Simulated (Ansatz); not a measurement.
Take Al2Au (space group Fm-3m, No. 225; a = 6.003 Å; relaxed with 0.1 eV smearing) as the base. Axes: x, y, z lie along the cube axes.

Level of theory: PBEsol, PAW, 420 eV (Ansatz, a quantum-chemistry and plane-wave program; no spin-orbit coupling).

For the base:

- Pressure = 0.0 GPa
- Volume per atom = 18.03 Å³

It is then changed as follows: tensile biaxial strain of 0.83 % in the plane normal to [111], as in epitaxy on a mismatched substrate; the out-of-plane cell vector and the atoms relax.

**Question.** Predict the new pressure.

**Answer.** The pressure (mean of the normal stresses, compression positive) goes from zero to -1.1 GPa.

**Question.** What does the calculation give for the volume per atom after the change?

**Answer.** The volume per atom goes up by 0.17 Å³ to 18.20 Å³.

**Question.** Estimate the effect on the energy relative to the base.

**Answer.** The energy rises by 1.5 meV/atom.

Stability against distortions was not tested.
